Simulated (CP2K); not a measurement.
Input and output of a self-consistent single point for Bi2Te3 (R-3m, 5 atoms in the cell) (CP2K).

Method: Wu-Cohen GGA, GPW, DZVP-MOLOPT-SR-GTH basis, GTH-PBE potentials (GTH_POTENTIALS) in CP2K.

```
Bi2Te3
1.0
   10.94256     0.00000     0.00000
   10.06803     4.28653     0.00000
   10.06803     2.05406     3.76234
Bi Te
2 3
Direct
  0.60317   0.60317   0.60317
  0.39683   0.39683   0.39683
  0.78319   0.78319   0.78319
  0.21681   0.21681   0.21681
  0.00000   0.00000   0.00000
```

Reference input (self-consistent single point, DFT PBE, GPW, DZVP-MOLOPT-SR-GTH basis, GTH-PBE potentials (GTH_POTENTIALS)): CUTOFF = 400 Ry; REL_CUTOFF = 50 Ry; SMEAR/METHOD = FERMI_DIRAC; ELECTRONIC_TEMPERATURE = 232.09 K; KPOINTS/SCHEME = MONKHORST-PACK 5 5 5; XC_FUNCTIONAL = PBE; Bi/BASIS_SET = DZVP-MOLOPT-SR-GTH-q5; Bi/POTENTIAL = GTH-PBE-q5; Te/BASIS_SET = DZVP-MOLOPT-SR-GTH-q6; Te/POTENTIAL = GTH-PBE-q6; METHOD = GPW; EPS_DEFAULT = 1e-10. This run's input differs from it in these lines:

```diff
@@ -42,3 +42,7 @@
     &XC
-      &XC_FUNCTIONAL PBE
+      &XC_FUNCTIONAL
+        &GGA_X_WC
+        &END GGA_X_WC
+        &GGA_C_PBE
+        &END GGA_C_PBE
       &END XC_FUNCTIONAL
```

The program printed (abridged):

```
 SCF WAVEFUNCTION OPTIMIZATION

  Step     Update method      Time    Convergence         Total energy    Change
     1 NoMix/Diag. 0.40E+00      -     0.44057776       -35.6962663967 -3.57E+01
     2 Broy./Diag. 0.40E+00      -     0.10197984       -35.6504642001  4.58E-02
     3 Broy./Diag. 0.40E+00      -     0.03720680       -35.6754434971 -2.50E-02
     4 Broy./Diag. 0.40E+00      -     0.00777523       -35.6161424550  5.93E-02
     5 Broy./Diag. 0.40E+00      -     0.00406736       -35.5597919796  5.64E-02
     6 Broy./Diag. 0.40E+00      -     0.00021402       -35.5489602195  1.08E-02
     7 Broy./Diag. 0.40E+00      -     0.00007564       -35.5479683938  9.92E-04
     8 Broy./Diag. 0.40E+00      -     0.00002394       -35.5477294982  2.39E-04
     9 Broy./Diag. 0.40E+00      -     0.00000305       -35.5478007900 -7.13E-05
    10 Broy./Diag. 0.40E+00      -     0.00000320       -35.5478086021 -7.81E-06
    11 Broy./Diag. 0.40E+00      -     0.00000041       -35.5478077468  8.55E-07
  *** SCF run converged in    11 steps ***

  Overlap energy of the core charge distribution:               0.00000000018696
  Self energy of the core charge distribution:                -76.29838004456829
  Core Hamiltonian energy:                                     15.30015722420824
  Hartree energy:                                              33.51529264305718
  Exchange-correlation energy:                                 -8.06487756891866
  Electronic entropic energy:                                  -0.00000000080791
  Fermi energy:                                                 0.15186944175714

  Total energy:                                               -35.54780774684249
  Total energy (extrapolated to T->0):                        -35.54780774643854

   [... lines left out ...]

 STRESS| Analytical stress tensor [bar]
 STRESS|                        x                   y                   z
 STRESS|      x        1.61337645546E+04  -1.37788691838E+02  -8.17661063827E+01
 STRESS|      y       -1.37788691838E+02   1.67815272975E+04  -1.67491851910E+01
 STRESS|      z       -8.17661063827E+01  -1.67491851910E+01   1.67998019998E+04
 STRESS| 1/3 Trace                                             1.65716979506E+04
```

The run converged in 11 iterations. Against the reference run the pressure goes from 2.72 to 1.66 GPa, the largest force goes from 0.510 to 0.579 eV/Å and the gap on the mesh goes from 0.580 to 0.519 eV.

The starting cell comes from a database of computed structures (which also holds hypothetical and non-ambient phases and stackings), without a prior relaxation at this level. Its lattice was rescaled by a random factor within 2.5 % of one. Spin-orbit coupling is off. Values carry the incompleteness of an atom-centred basis. The potentials were made for another functional than the one used.

Cost on one core of a shared machine: roughly 4 min.
